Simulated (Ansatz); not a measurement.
The starting structures come from a database of crystals and need not be the phases stable at ambient conditions.

Data:

```
K2PdF6
1.0
    4.60172     0.00000     0.00000
    0.00000     9.85889     0.00000
    0.00000     4.92944     2.84602
K Pd F
2 1 6
Direct
  0.28308   0.66667   0.00000
  0.71692   0.33333   0.00000
  0.00000   0.00000   0.00000
  0.22729   0.16358   0.00000
  0.77271   0.83642   0.00000
  0.22729   0.16358   0.50926
  0.77271   0.83642   0.49074
  0.22729   0.67284   0.49074
  0.77271   0.32716   0.50926
```

Space group of this cell: P-3m1. The cell is taken as given.

Transport runs along the normal of the first two printed cell vectors, the (110) plane of the conventional cell.

The gap is the functional's own, uncorrected, and κ follows it; spin-orbit coupling is left out. Mid-gap values are interpolated between the computed energies.

Task: Estimate the band gap and the smallest decay constant κ at mid-gap that r2SCAN in Ansatz (a first-principles code) returns for this system.

Result: Gap 2.58 eV on a 8×10×10 mesh; κ = 0.538 1/Å, at (0.250, 0.500) of the in-plane reciprocal vectors. At the zone centre, at the nearest computed energy, the slowest state has κ = 0.57 1/Å.
